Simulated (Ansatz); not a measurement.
LaWN3 (P4mm, No. 99, 5 atoms in the cell; start mp-989497) was calculated with PBEsol (PAW; Ansatz, a first-principles code).

Run with plane-wave cutoff 520 eV, 14×14×14 k mesh, Fermi–Dirac smearing 0.05 eV, no spin polarisation, scalar-relativistic PAW data made under PBE.

Cell (relaxed at this level):

Space group P4mm (No. 99); a = b = 3.9350 Å, c = 4.1334 Å, α = β = γ = 90.00°

```tsv
atom	site	symmetry	x	y	z
La	1b	4mm	0.5000	0.5000	0.3064
W	1a	4mm	0.0000	0.0000	0.7841
N	2c	2mm.	0.0000	0.5000	0.7094
N	1a	4mm	0.0000	0.0000	0.2270
```

**Question.** Predict the bulk modulus B0.

**Answer.** 
bulk modulus B0: 142 GPa

Note: the bulk modulus is −V dP/dV from two relaxed cells at ±2 % in volume; the relaxation could not lower the start's symmetry, so the cell can be a saddle point above a distorted one.

Spin–orbit coupling is not included; it can open a gap where bands touch, and shift volumes and moduli.

Static lattice: no zero-point or thermal effects.

A start named mp-… is a Materials Project structure, which need not be a measured phase.
